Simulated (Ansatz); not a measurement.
The starting structures come from a database of crystals and need not be the phases stable at ambient conditions.

## Evanescent states of K$_{2}$PdBr$_{4}$ (P4/mmm, not sure to be the ambient phase, 7 atoms a cell, 34.2 Å³ an atom) along the normal of (111)

These are PBEsol (plane waves, PAW; Ansatz, an electronic-structure program) values and carry that method's errors.

The gap is the functional's own, uncorrected, and κ follows it; spin-orbit coupling is left out. Mid-gap values are interpolated between the computed energies.

Energies count from the valence-band top; κ is the least over a 4×4 mesh across the current.

```csv
E (eV),κ (1/Å),where
0.04,0.154,off Γ
0.10,0.244,off Γ
0.17,0.286,off Γ
0.24,0.315,off Γ
0.32,0.338,off Γ
0.39,0.356,off Γ
0.46,0.371,off Γ
0.53,0.383,off Γ
0.59,0.378,off Γ
0.67,0.351,off Γ
0.73,0.327,off Γ
0.81,0.300,off Γ
0.88,0.269,off Γ
0.94,0.232,off Γ
1.01,0.186,off Γ
1.08,0.120,off Γ
```

### Question
How thick must the barrier be to attenuate the transmission by 10^4 when the electrodes' Fermi level lies at 0.67 eV, and what attenuation does that film give at 0.17 eV?

### Answer
d = 4 ln 10 / (2 × 0.351) = 13.1 Å. At 0.17 eV it gives 4 × 0.286/0.351 = 3.3 decades.
